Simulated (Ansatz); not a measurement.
We consider ZnSnN2 (Pna2₁, No. 33, 16 atoms in the cell; start mp-1029469), described by PBEsol (PAW; Ansatz, a first-principles code).

Numerical settings: plane-wave cutoff 500 eV, 8×6×8 k mesh (along the axes of the cell as run), Fermi–Dirac smearing 0.05 eV, scalar-relativistic PAW data made under PBE.

Cell (relaxed at this level):

```cif
data_N8Sn4Zn4
_chemical_formula_sum 'Zn4 Sn4 N8'
_space_group_name_H-M_alt 'P 1'
_space_group_IT_number 1
_cell_length_a 5.83333
_cell_length_b 6.71266
_cell_length_c 5.46588
_cell_angle_alpha 90.000
_cell_angle_beta 90.000
_cell_angle_gamma 90.000
loop_
_space_group_symop_operation_xyz
  'x, y, z'
loop_
_atom_site_label
_atom_site_type_symbol
_atom_site_fract_x
_atom_site_fract_y
_atom_site_fract_z
_atom_site_occupancy
Zn1 Zn 0.58292 0.87492 0.99900 1
Zn2 Zn 0.41708 0.12508 0.49900 1
Zn3 Zn 0.91708 0.37492 0.49900 1
Zn4 Zn 0.08292 0.62508 0.99900 1
Sn1 Sn 0.58841 0.37514 0.99932 1
Sn2 Sn 0.41159 0.62486 0.49932 1
Sn3 Sn 0.91159 0.87514 0.49932 1
Sn4 Sn 0.08841 0.12486 0.99932 1
N1 N 0.58341 0.37310 0.37945 1
N2 N 0.41659 0.62690 0.87945 1
N3 N 0.91659 0.87310 0.87945 1
N4 N 0.08341 0.12690 0.37945 1
N5 N 0.57884 0.87698 0.37221 1
N6 N 0.42116 0.12302 0.87221 1
N7 N 0.92116 0.37698 0.87221 1
N8 N 0.07884 0.62302 0.37221 1
```

### Question
Give the computed band gap.

### Answer

band gap: 0.15 eV (on the SCF k mesh)

Note: the relaxation could not lower the start's symmetry, so the cell can be a saddle point above a distorted one.

Spin–orbit coupling is not included.

Static lattice: no zero-point or thermal effects.

A start named mp-… is a Materials Project structure, which need not be a measured phase.
